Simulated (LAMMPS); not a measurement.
LAMMPS 22 Jul 2025, classical MD, Buckingham with full ionic charges: MgO, 1728 atoms.

```
Item                                                                                             Value
-----------------------------------------------  -----------------------------------------------------
task                                                                                           MD, nve
potential                                                           Buckingham with full ionic charges
copies of the repeat unit                                                                        6×6×6
shape (slab and sphere leave vacuum in the box)                                                   bulk
steps                                                                                              200
timestep                                                                                          1 fs
neighbor skin                                                                                      2 Å
neigh_modify                                                                 every 1 delay 0 check yes
thermo                                                                                              50
kspace_style                                                                                      pppm
pair cutoff                                                                                        9 Å
newton                                                                                    on (default)
atom_modify sort (bins of 2 Å where set)                                                1000 (default)
comm_style                                                                             brick (default)
box                                                                               25.3 × 25.3 × 25.3 Å
start                                            generated rock salt lattice, warmed in an untimed run
```

All runs start from one configuration, warmed at this fixed volume for 1000 steps under a thermostat at 1200 K. The reference run has a mean temperature of 1170 K and a mean pressure of 5.0 GPa.

The reference run has kspace_accuracy = 1e-08, kspace_modify order 7; it is not itself proven converged. One run each, on a shared machine, so no times are given.

Settings tried, all else as in the reference:
- kspace_accuracy = 0.01, kspace_modify order 5 diff ik (default)
- kspace_accuracy = 1e-05, kspace_modify order 5 diff ik (default)
- kspace_accuracy = 0.1, kspace_modify order 5 diff ik (default)
- kspace_accuracy = 1e-06, kspace_modify order 5 diff ik (default)
- kspace_accuracy = 0.0001, kspace_modify order 5 diff ik (default)
- kspace_accuracy = 0.001, kspace_modify order 5 diff ik (default)

Question: Which settings reproduce the reference to 1.0 meV/atom in energy, 10 meV/Å in forces on 48 atoms (largest component)?

Answer: Within it: kspace_accuracy = 1e-06, kspace_modify order 5 diff ik (default); kspace_accuracy = 1e-05, kspace_modify order 5 diff ik (default); kspace_accuracy = 0.0001, kspace_modify order 5 diff ik (default). At the edge (between 0.75 and 1.33 times the tolerance): kspace_accuracy = 0.001, kspace_modify order 5 diff ik (default). Outside: kspace_accuracy = 0.01, kspace_modify order 5 diff ik (default); kspace_accuracy = 0.1, kspace_modify order 5 diff ik (default).

```csv
setting,k-space grid,energy against the reference,difference in forces on 48 atoms (largest component)
the reference,80×80×80,—,—
"kspace_accuracy = 1e-06, kspace_modify order 5 diff ik (default)",72×72×72,+0.0015 meV/atom,0.019 meV/Å
"kspace_accuracy = 1e-05, kspace_modify order 5 diff ik (default)",40×40×40,+0.0098 meV/atom,0.22 meV/Å
"kspace_accuracy = 0.0001, kspace_modify order 5 diff ik (default)",25×25×25,+0.093 meV/atom,1.4 meV/Å
"kspace_accuracy = 0.001, kspace_modify order 5 diff ik (default)",15×15×15,+1.2 meV/atom,11 meV/Å
"kspace_accuracy = 0.01, kspace_modify order 5 diff ik (default)",10×10×10,+8.2 meV/atom,62 meV/Å
"kspace_accuracy = 0.1, kspace_modify order 5 diff ik (default)",8×8×8,+21 meV/atom,140 meV/Å
```

Total energies are compared; such shifts often cancel in part in energy differences. Energies and forces are those of the first step; by LAMMPS's own estimate the reference reaches a relative force accuracy of 8e-07. The tolerance is a choice made for this comparison.
